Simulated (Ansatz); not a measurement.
Be3AsN (model structure, started from the Mg3SbN type, Pm-3m, No. 221, 5 atoms in the cell) was calculated with G0W0@PBEsol in Ansatz (plane waves, hard PAW, contour deformation, complete-basis limit).

Settings: largest k mesh 8×8×8 (not extrapolated in the mesh).

Cell (relaxed with PBEsol):

```xyz
5
Lattice="3.5898 0.0000 0.0000 0.0000 3.5898 0.0000 0.0000 0.0000 3.5898" Properties=species:S:1:pos:R:3 pbc="T T T"
Be     0.0000     1.7949     1.7949
Be     1.7949     0.0000     1.7949
Be     1.7949     1.7949     0.0000
As     0.0000     0.0000     0.0000
N      1.7949     1.7949     1.7949
```

Task: Give the computed band gap.

Result: 
* **band gap**: 1.44 eV (indirect)

Note: the relaxation could raise the start's symmetry but not lower it, so the cell can be a saddle point; the gap holds a correction of +0.24 eV to the complete basis.

Spin–orbit coupling is not included.

Computing time: very roughly 2.2 core-hours.

A model structure was made by putting elements into a prototype or built by hand; it is no filed structure, need not be a known phase, and can be a saddle point held by its symmetry.

Ansatz is a program for electronic structure.
